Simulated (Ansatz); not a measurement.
The reference is ZnO (space group Pm-3n, No. 223; a = 5.5770 Å; a hypothetical phase, not in the database extracts checked).

Computed with PBEsol (Ansatz, a quantum-chemistry and plane-wave program, PAW, no spin-orbit coupling).

For the base:

The lattice parameter a is 10.539 bohr. The electron mass is 0.21 mₑ (at Γ) and the gap character comes out as direct at Γ.

Perturbation: a hydrostatic pressure of 0.7 GPa.

### Question
What does the calculation give for the lattice parameter a, electron mass and gap character after the change?

### Answer
The lattice parameter a shrinks by 0.020 bohr to 10.519 bohr; the electron mass stays 0.21 mₑ (at Γ); the gap character stays direct at Γ.

Load acts through the strain it causes; cell and atoms are relaxed under it. Effective masses come from finite differences of ±0.01 Å⁻¹. Whether these cells are dynamically stable was not tested.
